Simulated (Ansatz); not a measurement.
## Effect of biaxial strain +1.67 %, plane normal [111], relaxed out of plane on CuI

Take CuI in the zinc blende structure (space group F-43m, No. 216; a = 5.862 Å) as the base. Axes: x, y, z lie along the cube axes.

The change: tensile biaxial strain of 1.67 % in the plane normal to [111], as in epitaxy on a mismatched substrate; the out-of-plane cell vector and the atoms relax.

Method: Kohn–Sham DFT with the LDA functional, run in Ansatz (a program for electronic structure) with PAW and 420 eV plane waves, scalar-relativistic without spin-orbit coupling. Settings: 10×10×10 k-points, 0.05 eV Fermi–Dirac smearing.

```csv
quantity,base,changed,shift
space group,F-43m (No. 216),R3m (No. 160),–
shortest interatomic distance,2.538 Å,2.549 Å,+0.011 Å
energy relative to the base (free energy F),0 meV/atom,+4.3 meV/atom,+4.3 meV/atom
"pressure (mean of the normal stresses, compression positive)",0.00 GPa,-1.07 GPa,-1.07 GPa
band gap,1.22 eV,1.12 eV,-0.10 eV
gap character,direct at Γ,direct at Γ,–
electron mass,0.14 mₑ (at Γ),"0.15 mₑ out of plane, 0.13 mₑ in plane (at Γ)",–
hole mass,–,"0.15 mₑ out of plane, 2.6 mₑ in plane (at Γ)",–
"valence-band top at Γ (three highest levels, from the VBM)","0.00, 0.00, 0.00 eV","0.00, -0.05, -0.05 eV",–
"valley order (the lowest conduction-band minima on the path, energy above the VBM, named in the base's zone)",Γ 1.22 eV; L along ⟨111⟩ 2.12 eV; X along ⟨100⟩ 2.41 eV,Γ 1.12 eV; L along [111] 1.87 eV; L along [1-1-1] 2.14 eV; X along [001] 2.37 eV,–
out-of-plane strain,–,-1.35 %,–
ratio −ε⊥/ε∥,–,0.81,–
mean in-plane stress (compression positive),–,-1.6 GPa,–
```

With I present, leaving out spin-orbit coupling can change the band edges. Masses are band curvatures over ±0.01 Å⁻¹ around the edge. Stability against distortions was not tested. The final runs are not spin-polarised. k-point labels follow each cell's own Brillouin zone.
